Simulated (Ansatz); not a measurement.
Zn₂SnO₄ (Imma, No. 74, 14 atoms in the cell; start mp-35493) was calculated with PBEsol in Ansatz (plane waves, PAW).

Run with plane-wave cutoff 520 eV, 8×8×8 k mesh, Fermi–Dirac smearing 0.01 eV, scalar-relativistic PAW data made under PBE.

Cell (relaxed with PBEsol):

```
SnZn2O4
1.0
   -2.99617     3.12111     4.33546
    2.99617    -3.12111     4.33546
    2.99617     3.12111    -4.33546
Zn Sn O
4 2 8
Cartesian
  0.00000   4.68166   1.23002
  2.99617  -1.56055   3.10544
  1.49809   1.56055   2.16773
 -1.49809   1.56055   2.16773
  2.99617   0.00000   0.00000
  0.00000   0.00000   4.33546
  2.99617   0.10783   2.04360
  0.00000   3.01327   2.29186
  2.99617   3.01327   2.04360
  0.00000   0.10783   2.29186
  1.58891   1.56055   0.00866
  1.40726   1.56055   4.32680
  4.40343   1.56055   0.00866
 -1.40726   1.56055   4.32680
```

Question: Give the computed band gap.

Answer: 
* **band gap**: 0.92 eV

Spin–orbit coupling is not included.

The computed numbers hold no vibrational or temperature effects.

It cost very roughly 2.5 core-minutes of CPU time.

A start named mp-… is a Materials Project structure, which need not be a measured phase.

Ansatz is an electronic-structure program.
